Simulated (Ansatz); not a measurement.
**A computed series for CdS: response to strain**

Take CdS in the wurtzite structure (space group P6_3mc, No. 186; a = 4.1962 Å, c = 6.8295 Å) as the base. Axes: x lies along a and z along c of the hexagonal cell.

Strains are applied to the cell and any free atomic positions relax.

Method: PBE, PAW, 420 eV (Ansatz, an electronic-structure program; no spin-orbit coupling).

Notes on the quantities. energy relative to the base: free energy F.

```tsv
uniaxial strain ε_zz (%)	energy relative to the base (meV/atom)
-3	6.3
-2.4	4.0
-1.8	2.3
-1.2	1.0
-0.6	?
0	0.0
```

Problem. Fit ΔE = Aε² + Bε³ (ε in %) to the rows shown and predict the withheld row.

Solution. Least squares on the printed values gives A = 0.702 and B = 0.00083 meV/atom (largest residual 0.0 meV/atom); this predicts 0.3 meV/atom, and the run gives 0.2 meV/atom, in agreement.

Stability against distortions was not tested.
